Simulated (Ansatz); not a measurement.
## Migration barriers: interstitial H in rutile-type MgF2, charge state +1

Consider interstitial H in rutile-type MgF2, charge state +1. Method: PBE, PAW (plane waves to 420 eV; Ansatz, an electronic-structure program).

Settings: 72 host sites, the relaxed PBE lattice, the Γ point alone, smearing 0.01 eV, spin-restricted, no image-charge correction. Static, classical nuclei. The charge state is imposed; whether it is stable for some Fermi level was not computed. Sites that were not tried may lie lower.

Barriers: single points on a 2×2×2 k-point mesh shifted by half a step at the bands' geometries.

```csv
Route,Start site over the lowest site run (eV),Hop (Å),Forward barrier (eV),Backward barrier (eV),Neighbours at the start,Neighbours at the saddle,Saddle order,"Forward, on the band's own sampling (eV)"
"several atoms move together, H the farthest",0.00,1.21,0.26,0.09,"F at 1.17, F at 1.19 Å","F at 0.99, F at 1.72, F at 2.14, F at 2.18 Å",not checked,0.26
"several atoms move together, H the farthest",0.17,1.27,0.44,0.03,"F at 1.13, F at 1.21; Mg at 2.15 Å","F at 1.01, F at 1.55, F at 1.96; Mg at 2.12 Å",not checked,0.44
```

Paths come from CI-NEB runs.   A further band (several atoms move together, H the farthest, 1.55 Å) gave 0.26 eV forward on its own sampling, 0.26 eV above the lowest site run, but a shoulder points to a second hump between its images, so it is not taken as a result.

The whole set of runs took around 1.9 core-hours (rough).
